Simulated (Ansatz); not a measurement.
Structures of equal composition on the (111)B surface of zinc-blende ZnSe (Se plane on top): 2x2 O adatom at H3; 2x2 O adatom at T4. The slabs share one bottom face, and each structure is named by its start. These are constructed structures in small cells; real faces may alloy, dewet or reconstruct in larger ones, and not all known structures of the face are among them. Slabs of about 14 Å with all that they carry, Fermi-Dirac smearing of 0.025 eV. Bottom of the slabs: H caps. Relaxed from the named starts with such symmetry as they have, on meshes of like density; energies extrapolated to zero smearing; no spin-orbit coupling, no U. Spin-polarised runs, if any, are marked in brackets, and their order is one that fits the cell; the others ran without spin.

Host crystal: zinc-blende ZnSe, with a band gap (PBE, scalar-relativistic without spin-orbit coupling).

These are PBE (plane waves to 420 eV, PAW; Ansatz, a first-principles code) values and carry that method's errors.

### Question
Put the candidates in order of energy per 1x1 cell, lowest first, for PBE.

### Answer
2x2 O adatom at H3 (0.000 eV (2 O–Se, 1 O–Zn bonds formed; 2 Se–Zn bonds broke), gap 0.61 eV on the mesh), 2x2 O adatom at T4 (0.100 eV (2 Se–Se bonds formed; 1 Se–Zn bonds broke), gap 1.21 eV on the mesh)
